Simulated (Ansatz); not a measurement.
System: TiO2 (P4₂/mnm, No. 136, 12 atoms in the cell; start mp-1041565). Method: r²SCAN (PAW; Ansatz, a quantum-chemistry and plane-wave program).

Run with plane-wave cutoff 560 eV, 8×8×8 k mesh, Fermi–Dirac smearing 0.01 eV, no spin polarisation, scalar-relativistic PAW data made under PBE.

Cell (relaxed at this level):

TiO$_{2}$ is taken in the tetragonal space group P4₂/mnm (No. 136), the rutile structure, Pearson symbol tP6. Cell: a = b = 4.5968 Å, c = 2.9536 Å, α = β = γ = 90.00°. Ti on 2b sees 6 O at 1.948–1.980 Å (octahedral). O on 4g has 3 Ti at 1.948–1.980 Å (trigonal planar). (Neighbours: up to the widest gap in distance over summed covalent radii, below 1.35, at either atom; cation-cation and far metal-metal contacts left out.)
(The calculation used a cell of 12 atoms; values per cell refer to that cell.)

**Question.** Give the computed band gap.

**Answer.** 
- band gap = 2.22 eV (direct)

Computed values are for the static lattice.

A start named mp-… is a Materials Project structure, which need not be a measured phase.
